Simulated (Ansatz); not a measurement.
A self-consistent single point of Tc₃Pt (P3m1, 8 atoms in the cell) with Ansatz (a first-principles code).

Level of theory: PBEsol, default PAW files made with PBE (plane waves; Ansatz).

```xyz
8
Lattice="5.4973 0.0000 0.0000 -2.7487 4.7608 0.0000 0.0000 0.0000 4.3592" Properties=species:S:1:pos:R:3 pbc="T T T"
Tc     0.0000     1.4997     1.0898
Tc     2.7487     3.2612     3.2694
Tc     4.1986     0.7498     3.2694
Tc    -1.4499     4.0110     1.0898
Tc     1.4499     4.0110     1.0898
Tc     1.2987     0.7498     3.2694
Pt     0.0000     3.1739     3.3194
Pt     2.7487     1.5869     1.0898
```

Reference input (self-consistent single point, DFT, PBEsol, plane waves, default PAW files made with PBE): basis.ecutwfc = 36.7 Ry; kpoints.mp_grid.grid = 4 4 5; hamiltonian.xc = pbesol; hamiltonian.pseudopotentials = {kind: paw} (the program's default PAW files); scf.occupations.method = gaussian; scf.occupations.width = 0.0073 Ry. This run's input differs from it in these lines:

Ansatz 0.2 input:
```diff
@@ -17,3 +17,3 @@
 kpoints:
-  mp_grid: { grid: [4, 4, 5] }
+  mp_grid: { grid: [7, 7, 8] }
 hamiltonian:
@@ -22,3 +22,3 @@
 scf:
-  occupations: { method: gaussian, width: 0.0073 Ry }
+  occupations: { method: gaussian, width: 0.0015 Ry }
 output:
```

The program printed (abridged):

```
SCF iter   1: F=—  HF=-56822.168915 eV  |F-HF|=—  |Δ(HF+E_count)|=         —  Δρ=3.23e-1  dr2=2.87e2  ethr=3.10e-3  ⟨swp⟩=5.3  Hψ=12263  notcnv=0  defer=17
all-band conjugate gradients solve this SCF's bands
preconditioner: auto → Kerker (q_TF=auto, 2.774 Å⁻¹)
SCF iter   2: F=—  HF=-56802.951149 eV  |F-HF|=—  |Δ(HF+E_count)|=    1.92e1  Δρ=1.56e-1  dr2=7.09e1  ethr=3.10e-3  ⟨swp⟩=3.0  Hψ=7992  notcnv=0  defer=351
   [... lines left out ...]
SCF iter   6: F=—  HF=-56796.043488 eV  |F-HF|=—  |Δ(HF+E_count)|=   4.10e-3  Δρ=9.36e-4  dr2=2.59e-3  ethr=2.24e-5  ⟨swp⟩=1.9  Hψ=4523  notcnv=0  defer=308
SCF iter   7: F=—  HF=-56796.043031 eV  |F-HF|=—  |Δ(HF+E_count)|=   4.57e-4  Δρ=1.38e-4  dr2=3.41e-5  ethr=2.06e-6  ⟨swp⟩=2.0  Hψ=5253  notcnv=0  defer=308
SCF iter   8: F=—  HF=-56796.043038 eV  |F-HF|=—  |Δ(HF+E_count)|=   7.05e-6  Δρ=1.30e-5  dr2=2.04e-7  ethr=2.70e-8  ⟨swp⟩=2.0  Hψ=5406  notcnv=0  defer=308
SCF iter   9: F=-56796.043038 eV  HF=-56796.043038 eV  |F-HF|=1.27e-8  |Δ(HF+E_count)|=   1.30e-8  Δρ=3.68e-6  dr2=1.80e-8  ethr=7.94e-11  ⟨swp⟩=10.3  Hψ=17236  notcnv=0
SCF 1 converged in 9 iterations: F = -56796.043038 eV  dr2 = 1.80e-8
Free energy (F): -56796.043038 eV
Internal energy: -56796.041369 eV  (E = F + TS)
E sigma→0 (E₀):  -56796.042204 eV
Entropy (-TS):   -0.001669 eV (-0.209 meV/atom)
Fermi energy:    23.277156 eV
--- Forces (eV/Å), atoms counted from 1 ---
  atom   1  Tc     0.00000000     0.17044742     0.16702947
  atom   2  Tc     0.00000000    -0.19179674     0.00898074
  atom   3  Tc    -0.16610085     0.09589837     0.00898074
  atom   4  Tc     0.14761179    -0.08522371     0.16702947
  atom   5  Tc    -0.14761179    -0.08522371     0.16702947
  atom   6  Tc     0.16610085     0.09589837     0.00898074
  atom   7  Pt    -0.00000000    -0.00000000    -0.58280794
  atom   8  Pt     0.00000000     0.00000000     0.05478849
--- Stress (GPa, compression-positive) ---
       -1.811959      -0.000000      -0.000000
       -0.000000      -1.811959      -0.000000
       -0.000000      -0.000000      -3.317799
  P = ⅓ Tr σ = -2.3139 GPa (-23.139 kbar)
  The stress holds the Pulay correction. Without it, at fixed plane waves, as pw.x and ABINIT print it: P = -2.3394 GPa
```

The run converged in 9 iterations. Against the reference run the free energy is nearly the same (within 1 meV/atom), the pressure goes from -2.18 to -2.31 GPa and the largest force moves little (0.592 to 0.583 eV/Å).

The starting cell comes from a database of computed structures (which also holds hypothetical and non-ambient phases and stackings), without a prior relaxation at this level. Its lattice was rescaled by up to half a per cent. One atom was moved a little off its site on purpose. Spin polarisation is off. Ansatz's pressure includes its estimate of the finite-basis (Pulay) stress. The cutoff lies below the one recommended for these files.

Cost on one core of a shared machine: roughly 70 s.
